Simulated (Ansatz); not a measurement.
Output of an Ansatz run (abridged):

```
WARN ansatz: RAYON_NUM_THREADS=1 ignored (pool sized by the plan → 1); use --threads N
basis.fft_grid_basis auto: the FFT boxes are laid along the combinations [[1, 0, -1], [0, 1, -1], [0, 0, 1]] of the cell's own vectors, 4.014, 4.014 and 9.600 …
Pseudopotentials: kind: paw
Pseudopotential: La, paw, valence charge 11
Pseudopotential: S, paw, valence charge 6
Crystal: 5 atoms, lattice volume = 129.976 Å³
Basis set: ecut = 420 eV, 2539 PW (Γ), FFT grids on a1−a3, a2−a3, a3, exchange–correlation on 54×54×144 points (8 copies of the dense FFT grid, shifted against one another)
Bands: 25, of which v1, the nominal top of the filled ones, is band 20 counted from 1 (19 counted from 0)
Symmetry: 12 space group operations
Space group: R-3m (ITA 166), of the structure as read, at distance tolerance 5.1e-5 Å
k-points: 19 of 125
Initial density: superposition of atomic densities (neutral atoms: chi_scale 0, normalization atom), corrected by the library's trained network
Initial wavefunctions: pseudopotential atomic-orbital guess
Eigensolver: davidson
Functional: x = pbe(κ = 0.804, μ = 0.2195149727645171), c = pbe(β = 0.06672455060314922)
SCF iter   1: F=—  HF=-15215.348178 eV  |F-HF|=—  |Δ(HF+E_count)|=         —  Δρ=2.90e-3  dr2=7.96e-2  ethr=1.77e-3  ⟨swp⟩=6.5  Hψ=2349  notcnv=0
all-band conjugate gradients solve this SCF's bands
preconditioner: auto → Resta (q_TF=auto, 2.242 Å⁻¹)
SCF iter   2: F=—  HF=-15215.334832 eV  |F-HF|=—  |Δ(HF+E_count)|=   1.33e-2  S|Δr|=    0.00e0  Δρ=1.87e-3  dr2=8.36e-3  ethr=1.99e-4  ⟨swp⟩=4.1  Hψ=990  notcnv=0  defer=19
SCF iter   3: F=—  HF=-15215.333789 eV  |F-HF|=—  |Δ(HF+E_count)|=   1.04e-3  S|Δr|=    0.00e0  Δρ=8.03e-4  dr2=2.06e-3  ethr=2.09e-5  ⟨swp⟩=2.1  Hψ=686  notcnv=0  defer=19
SCF iter   4: F=—  HF=-15215.333643 eV  |F-HF|=—  |Δ(HF+E_count)|=   1.46e-4  S|Δr|=    0.00e0  Δρ=2.39e-4  dr2=1.98e-4  ethr=5.16e-6  ⟨swp⟩=2.5  Hψ=811  notcnv=0  defer=19
SCF iter   5: F=—  HF=-15215.333652 eV  |F-HF|=—  |Δ(HF+E_count)|=   8.78e-6  S|Δr|=    0.00e0  Δρ=4.67e-5  dr2=4.62e-6  ethr=4.94e-7  ⟨swp⟩=2.1  Hψ=774  notcnv=0  defer=19
SCF iter   6: F=—  HF=-15215.333643 eV  |F-HF|=—  |Δ(HF+E_count)|=   9.49e-6  S|Δr|=    0.00e0  Δρ=7.02e-6  dr2=9.13e-8  ethr=2.50e-10  ⟨swp⟩=12.8  Hψ=3101  notcnv=0
SCF iter   7: F=-15215.333643 eV  HF=-15215.333643 eV  |F-HF|=6.27e-9  |Δ(HF+E_count)|=   1.23e-7  S|Δr|=    0.00e0  Δρ=1.70e-6  dr2=6.26e-9  ethr=2.28e-10  ⟨swp⟩=3.0  Hψ=1894  notcnv=0
SCF 1 converged in 7 iterations: F = -15215.333643 eV  dr2 = 6.26e-9
SCF converged after 7 iterations
Stability not checked (fill_not_monotonic)
Free energy (F): -15215.333643 eV
Harris-Foulkes:  -15215.333643 eV  (|F-HF|=6.27e-9)
Internal energy: -15215.333643 eV  (E = F + TS)
E sigma→0 (E₀):  -15215.333643 eV
Fermi energy:    8.388611 eV
Step filling:    the computed levels leave a gap of 0.7298 eV = 14.6 smearing widths
--- Per-component energies (eV) ---
  E_band       = -89.313181
  E_kinetic    = 706.830422
  E_local      = -1084.129645  (includes V_loc(G=0)·N_el)
  E_nonlocal   = 278.370350
  E_hartree    = 356.595340
  E_xc         = -571.965512
  E_vxc        = -559.864922  (∫ρ·V_xc dr)
  E_paw        = -12635.117670  (= ΣΔE_a)
  E_vpaw       = -143.710427  (= ΣTr[D̂ρ^β])
  E_aug_tail   = 0.000005  (compensation charges beyond the density's cutoff)
  E_ewald      = -2265.916933
  E_smearing   = 0.000000  (= −TS)
  E_closure    = 0.000000  (closes the sum)
  Σ components = -15215.333643   (vs F -15215.333643, Δ=0.00e0)
--- Forces (eV/Å), atoms counted from 1 ---
  atom   1  La     0.00000000     0.00000004     2.31230928
  atom   2  La     0.00000000    -0.00000004    -2.31230928
  atom   3  S     -0.00000000     0.00000000    -0.00000000
  atom   4  S      0.00000000     0.00000004     2.22182098
  atom   5  S      0.00000000    -0.00000004    -2.22182098
  max |Σ_I F_I| component: 4.44e-16 eV/Å
--- Stress (GPa, compression-positive) ---
        5.811815       0.000000       0.000000
        0.000000       5.811815      -0.000000
        0.000000      -0.000000      -0.911379
  P = ⅓ Tr σ = 3.5708 GPa (35.708 kbar)
  The stress holds the Pulay correction. Without it, at fixed plane waves, as pw.x and ABINIT print it: P = 3.5669 GPa
--- Band table (eV; the first three rows and the last of 19) ---
  k-point 0: bands = ["-23.6585", "-23.6332", "-8.1609", "-7.5187", "-7.1292", "-7.1292", "-7.1165", "-7.1165", "-4.2681", "-2.5286", "-1.8597", "4.3127", "5.1380", "5.1380", "5.7143", "7.0911", "7.0911", "7.7528", "7.7528", "7.8628", "9.6086", [...]
  k-point 1: bands = ["-23.6325", "-23.6118", "-8.0195", "-7.5624", "-7.4709", "-7.3528", "-7.2043", "-7.1606", "-4.0360", "-2.5789", "-1.8362", "4.4163", "4.7077", "5.1128", "6.0037", "6.9301", "7.2128", "7.4074", "7.5078", "7.5546", "9.4355", [...]
  k-point 2: bands = ["-23.5885", "-23.5783", "-8.1663", "-7.8643", "-7.5582", "-7.3441", "-7.3103", "-7.2424", "-4.1330", "-2.2901", "-1.9427", "4.0827", "4.6715", "5.0129", "5.8758", "6.1730", "6.9524", "7.6612", "7.7566", "7.8496", "8.7964", [...]
  k-point 18: bands = ["-23.6324", "-23.6119", "-8.0089", "-7.5771", "-7.4670", "-7.3566", "-7.2045", "-7.1604", "-4.0195", "-2.5947", "-1.8355", "4.4331", "4.7632", "5.1224", "5.8342", "6.7667", "7.0569", "7.6181", "7.7188", "7.7251", "9.3884", [...]
```

The structure:

```xyz
5
Lattice="2.0069 1.1587 9.3161 -2.0069 1.1587 9.3161 0.0000 -2.3173 9.3161" Properties=species:S:1:pos:R:3 pbc="T T T"
La     0.0000     0.0000    11.1514
La     0.0000     0.0000    16.7969
S      0.0000     0.0000     0.0000
S      0.0000     0.0000     5.8132
S      0.0000     0.0000    22.1350
```

Problem. Write an input that gives this output.

Solution. Other spellings and defaults could give the same log, and not every line can be read from it. The input that was run (DFT, PBE, plane waves, default PAW files):

Ansatz 0.2 input:
```yaml
# La2S3
crystal:
  lattice:
    - [2.00687100, 1.15866800, 9.31608300]
    - [-2.00687100, 1.15866800, 9.31608300]
    - [0.00000000, -2.31733500, 9.31608300]
  atoms:
    - { symbol: La, position: [0.39900000, 0.39900000, 0.39900000] }
    - { symbol: La, position: [0.60100000, 0.60100000, 0.60100000] }
    - { symbol: S, position: [0.00000000, 0.00000000, 0.00000000] }
    - { symbol: S, position: [0.20800000, 0.20800000, 0.20800000] }
    - { symbol: S, position: [0.79200000, 0.79200000, 0.79200000] }
basis:
  ecutwfc: 420.0 eV
kpoints:
  mp_grid:
    grid: [5, 5, 5]
hamiltonian:
  xc: pbe
  pseudopotentials:
    kind: paw
scf:
  occupations:
    method: cold
    width: 0.05 eV
output:
  forces: true
  eigenvalues: true
  stress: true
```

The starting cell was generated: these elements placed on a structure prototype, without a prior relaxation; it need not be a known phase or ordering of this composition. With a pressure of about 4 GPa the cell is away from its equilibrium volume at this level. Forces in this geometry exceed 1 eV/Å. Ansatz's pressure includes its estimate of the finite-basis (Pulay) stress.

Ansatz is an electronic-structure program.
